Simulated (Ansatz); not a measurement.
The reference is Lu in the hcp (Mg type) structure (space group P6_3/mmc, No. 194; a = 3.443 Å, c = 5.367 Å; relaxed with 0.1 eV smearing).

Calculations: PBEsol in Ansatz (plane waves to 420 eV, PAW, no spin-orbit coupling).

For the base:

```
Item        Value
--------  -------
Pressure  0.0 GPa
Band gap     zero
```

It is then changed as follows: an isotropic linear strain of +3.00 %, atoms relaxed at fixed cell.

**Question.** How does this affect the energy relative to the base, pressure and band gap?

**Answer.** The energy rises by 32 meV/atom; the pressure (mean of the normal stresses, compression positive) goes from zero to -3.8 GPa; the band gap remains zero.

No phonon test of stability was made.

Ansatz is a first-principles code.
